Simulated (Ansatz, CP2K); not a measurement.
An Ansatz (a quantum-chemistry and plane-wave program) input for a self-consistent single point of SiO2 (P4_2/mnm, 6 atoms in the cell) (DFT, PBE, plane waves, default PAW files):

Ansatz 0.2 input:
```yaml
# SiO2
crystal:
  lattice:
    - [4.07881200, 0.00000000, 0.00000000]
    - [0.00000000, 4.07881200, 0.00000000]
    - [0.00000000, 0.00000000, 2.59527400]
  atoms:
    - { symbol: Si, position_ang: [2.03940600, 2.03940600, 1.29763700] }
    - { symbol: Si, position_ang: [0.00000000, 0.00000000, 0.00000000] }
    - { symbol: O, position_ang: [2.82726933, 2.82726933, 0.00000000] }
    - { symbol: O, position_ang: [1.25154267, 1.25154267, 0.00000000] }
    - { symbol: O, position_ang: [3.29094867, 0.78786333, 1.29763700] }
    - { symbol: O, position_ang: [0.78786333, 3.29094867, 1.29763700] }
kpoints:
  mp_grid: { grid: [4, 4, 6] }
hamiltonian:
  xc: pbe
  pseudopotentials: { kind: paw }
scf:
  occupations: { method: fixed }
output:
  forces: true
  eigenvalues: true
  stress: true
```

### Question
Translate this input to CP2K.

### Answer
One input that does it (others would too):

```
&GLOBAL
  PROJECT calc
  RUN_TYPE ENERGY_FORCE
  PRINT_LEVEL MEDIUM
&END GLOBAL
&FORCE_EVAL
  METHOD Quickstep
  STRESS_TENSOR ANALYTICAL
  &DFT
    BASIS_SET_FILE_NAME BASIS_MOLOPT
    POTENTIAL_FILE_NAME GTH_POTENTIALS
    &QS
      METHOD GPW
      EPS_DEFAULT 1E-10
    &END QS
    &MGRID
      CUTOFF 450
      REL_CUTOFF 60
      NGRIDS 5
    &END MGRID
    &SCF
      SCF_GUESS ATOMIC
      EPS_SCF 1E-6
      MAX_SCF 100
      ADDED_MOS 6
      &DIAGONALIZATION
        ALGORITHM STANDARD
      &END DIAGONALIZATION
      &MIXING
        METHOD BROYDEN_MIXING
        ALPHA 0.4
        NBUFFER 8
        BETA 1.5
      &END MIXING
    &END SCF
    &KPOINTS
      SCHEME MONKHORST-PACK 4 4 6
      GAMMA_CENTERED T
    &END KPOINTS
    &XC
      &XC_FUNCTIONAL PBE
      &END XC_FUNCTIONAL
    &END XC
    &PRINT
      &MO
        EIGENVALUES T
        OCCUPATION_NUMBERS T
        NDIGITS 8
        FILENAME mo
        &EACH
          QS_SCF 0
        &END EACH
        ADD_LAST NUMERIC
      &END MO
      &MULLIKEN ON
      &END MULLIKEN
    &END PRINT
  &END DFT
  &SUBSYS
    &CELL
      ABC 4.07881200 4.07881200 2.59527400
      ALPHA_BETA_GAMMA 90.00000000 90.00000000 90.00000000
      PERIODIC XYZ
    &END CELL
    &COORD
      SCALED
      Si       0.50000000     0.50000000     0.50000000
      Si       0.00000000     0.00000000     0.00000000
      O        0.69316000     0.69316000     0.00000000
      O        0.30684000     0.30684000     0.00000000
      O        0.80684000     0.19316000     0.50000000
      O        0.19316000     0.80684000     0.50000000
    &END COORD
    &KIND Si
      BASIS_SET DZVP-MOLOPT-SR-GTH-q4
      POTENTIAL GTH-PBE-q4
    &END KIND
    &KIND O
      BASIS_SET DZVP-MOLOPT-SR-GTH-q6
      POTENTIAL GTH-PBE-q6
    &END KIND
  &END SUBSYS
  &PRINT
    &FORCES ON
    &END FORCES
    &STRESS_TENSOR ON
    &END STRESS_TENSOR
  &END PRINT
&END FORCE_EVAL
```

Basis settings and potentials, where a program has them, do not carry over. This input uses DFT PBE, GPW, DZVP-MOLOPT-SR-GTH basis, GTH-PBE potentials (GTH_POTENTIALS).

The starting cell comes from a database of computed structures (which also holds hypothetical and non-ambient phases and stackings), without a prior relaxation at this level. Its lattice was rescaled by a random factor within 2.5 % of one. For this run, on top of that: lattice scaled by 0.98.
